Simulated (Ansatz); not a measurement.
Base system: SnO₂ in the rutile structure (space group P4_2/mnm, No. 136; a = 4.760 Å, c = 3.201 Å).

Level of theory: r2SCAN (Ansatz, a first-principles code; PAW; 500 eV plane waves; no spin-orbit coupling).

Base values:

The band gap comes out as 1.77 eV, the shortest interatomic distance is 2.059 Å and the valence-band top at Γ is 0.00, -0.77, -0.77 eV.

Perturbation: a hydrostatic pressure of 45 GPa.

**Question.** Estimate the effect on the band gap, shortest interatomic distance and valence-band top at Γ.

**Answer.** The band gap grows by 1.89 eV, from 1.77 eV to 3.66 eV; the shortest interatomic distance drops by 0.1285 Å, from 2.059 Å to 1.931 Å; the valence-band top at Γ (three highest levels, from the VBM) goes from 0.00, -0.77, -0.77 eV to 0.00, -0.86, -0.86 eV.

Load acts through the strain it causes; cell and atoms are relaxed under it. Stability against distortions was not tested. Competing high-pressure phases were not computed.
